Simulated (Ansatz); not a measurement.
# WSeS (P-3m1, No. 164, 6 atoms in the cell; start mp-1216174)

Level of theory: r²SCAN (plane waves, PAW; Ansatz, a first-principles code).

Run with plane-wave cutoff 560 eV, 12×12×4 k mesh (along the axes of the cell as run), Fermi–Dirac smearing 0.01 eV, no spin polarisation, scalar-relativistic PAW data made under PBE.

Cell (relaxed at this level):

WSSe has the trigonal space group P-3m1 (No. 164), Pearson symbol hP6. Conventional cell: a = b = 3.2471 Å, c = 13.4042 Å, α = β = 90.00°, γ = 120.00°. W on 2d sees 3 S at 2.417 Å and 3 Se at 2.528 Å (trigonal prismatic). Se on 2d sees 3 W at 2.528 Å (trigonal pyramidal). S on 2d sees 3 W at 2.417 Å (trigonal pyramidal). (Neighbours: up to the widest gap in distance over summed covalent radii, below 1.35, at either atom; cation-cation and far metal-metal contacts left out.)

For WSeS (P-3m1, No. 164, 6 atoms in the cell; start mp-1216174), the band gap is 1.21 eV (on the SCF k mesh) and the Γ–Γ gap comes out as 2.59 eV.

Note: the relaxation could not lower the start's symmetry, so the cell can be a saddle point above a distorted one; the cell has widely spaced layers and the level no dispersion term, so their spacing and the moduli can rest on weak binding.

Spin–orbit coupling is not included.

Computed values are for the static lattice.

It cost about 3 core-minutes (a rough figure) of CPU time.

A start named mp-… is a Materials Project structure, which need not be a measured phase.
